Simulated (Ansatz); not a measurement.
MoPt2 (Immm, No. 71), treated with LDA (Ansatz, an electronic-structure program, plane waves, PAW).

Numerical settings: plane-wave cutoff 520 eV, 24×24×24 k mesh, Fermi–Dirac smearing 0.05 eV, no spin polarisation, scalar-relativistic PAW data made under PBE.

The volume scan:

```
V (Å³/atom)  E − E_lowest (meV/atom)  P (GPa)
-----------  -----------------------  -------
14.029                         25.46    14.54
14.321                          6.11     6.84
14.613                          0.00     0.00
14.905                          5.65    -6.07
15.198                         21.72   -11.45
```

**Question.** Estimate the bulk modulus and its pressure derivative from these points.

**Answer.** V0 = 14.613 Å³/atom, B0 = 322 GPa, B′ = 5.0 (fit to the energies at full precision).

Shape and atoms are relaxed at each volume.

Note: the relaxation could not lower the start's symmetry, so the cell can be a saddle point above a distorted one; the bulk modulus comes from volumes at which shape and atoms were relaxed.

Spin–orbit coupling is not included.

The computed numbers hold no vibrational or temperature effects.

The result took around 70 core-minutes (rough).
